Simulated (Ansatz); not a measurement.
Take MgTe in the zinc blende structure (space group F-43m, No. 216; a = 6.439 Å) as the base. Axes: x, y, z lie along the cube axes.

Now apply this change: compressive biaxial strain of 1.67 % in the plane normal to [111], as in epitaxy on a mismatched substrate; the out-of-plane cell vector and the atoms relax.

The values are results of Kohn–Sham DFT with the PBEsol functional, run in Ansatz (a program for electronic structure) with PAW and 420 eV plane waves, scalar-relativistic without spin-orbit coupling, not measurements.

Q: Give the band edges at the high-symmetry points of the new zone, measured from its valence-band maximum.

A: 
| point | valence edge (eV) | conduction edge (eV) |
|---|---|---|
| Γ | 0.00 | 2.34 |
| T | -0.39 | 3.31 |
| H₂ | -1.60 | 4.37 |
| H₀ | -1.60 | 4.37 |
| L | -0.48 | 3.09 |
| S₀ | -1.14 | 3.20 |
| S₂ | -1.14 | 3.20 |
| F | -1.21 | 2.60 |

The gap is 2.34 eV, direct at Γ.

Spin-orbit coupling, missing from the scalar runs, can matter with Te. Whether these cells are dynamically stable was not tested. Labels are those of the standard path for the cell's own space group.
